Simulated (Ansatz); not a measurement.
**Bulk modulus B0 of SiC (model structure, started from the WC type, P-6m2, No. 187, 2 atoms in the cell) at several levels of theory**

No measured value is used here.

| level (code) | value (GPa) | cell (Å³/atom) |
|---|---|---|
| LDA (Ansatz) | (withheld) | 8.77 |
| PBEsol (Ansatz) | 210 | 8.94 |
| r²SCAN (Ansatz) | 207 | 8.97 |

### Question
Fill in the missing entries.

### Answer

- LDA (Ansatz, a program for electronic structure), value (GPa): 217

LDA, PBEsol, r²SCAN: the bulk modulus is −V dP/dV from two relaxed cells at ±2 % in volume. Each level is taken at its own relaxed cell. Cutoffs differ between the levels. Ansatz's density-functional and Hartree–Fock values are scalar-relativistic unless marked +SOC, with PAW data made under PBE.

A model structure was made by putting elements into a prototype or built by hand; it is no filed structure, need not be a known phase, and can be a saddle point held by its symmetry.
